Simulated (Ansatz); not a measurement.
## TiAl3 under a change: biaxial strain −4.93 %, plane normal [001], relaxed out of plane

Take TiAl₃ (space group I4/mmm, No. 139; a = 3.8162 Å, c = 8.5513 Å) as the base. Axes: x, y, z lie along a, b, c of the conventional cell.

Modification: biaxial strain −4.93 %, plane normal [001], relaxed out of plane (Cartesian); in-plane vectors clamped, the third vector and the atoms free.

All numbers come from PBEsol (Ansatz, an electronic-structure program, PAW, no spin-orbit coupling). k-mesh 17×17×17 (Γ-centred); smearing 0.05 eV (Fermi–Dirac).

- Volume per atom: 14.34 Å³ (base 15.57 Å³)
- Space group: I4/mmm (No. 139) (base I4/mmm (No. 139))
- Shortest interatomic distance: 2.565 Å (base 2.698 Å)
- Energy relative to the base (free energy F): +75 meV/atom
- Pressure (mean of the normal stresses, compression positive): 11.5 GPa (base 0.0 GPa)
- Band gap: zero (base zero)
- Out-of-plane strain: +1.92 % (rough)
- Mean in-plane stress (compression positive): +17.3 GPa (rough)

Without a gap, meshes like the base's 17×17×17 leave anisotropic stresses uncertain by several tenths of a GPa, and small strain energies with them. Whether these cells are dynamically stable was not tested. All final runs are without spin polarisation.
